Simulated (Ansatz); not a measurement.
For Pb (fcc (Cu type), Fm-3m) at 475 K, the quasi-harmonic free energy with PBEsol in Ansatz (an electronic-structure program) gives a volume expansion coefficient α_V = 21.12 × 10⁻⁶ K⁻¹, an isothermal bulk modulus B_T = 168.4 GPa, a molar volume V_m = 13.482 cm³/mol and C_V = 25.24 J/(mol K). The cell was generated from a structure type, relaxed within its symmetry, and need not be the phase found at ambient conditions. The run noted for some of its cells that some bands missed the eigensolver's tolerance. Spin-orbit coupling is not included. The pressure is 30 GPa. The structure is held there; whether it is the stable one at that pressure was not tested.

Task: Work out the Grüneisen parameter, C_P and the adiabatic bulk modulus.

Result: γ = α_V B_T V_m / C_V = 1.90. C_P − C_V = α_V² B_T V_m T = 0.48 J/(mol K), so C_P = 25.72 J/(mol K). B_S = B_T C_P/C_V = B_T (1 + α_V γ T) = 171.6 GPa.

The PAW data sets were generated under PBE and serve the other functionals too.
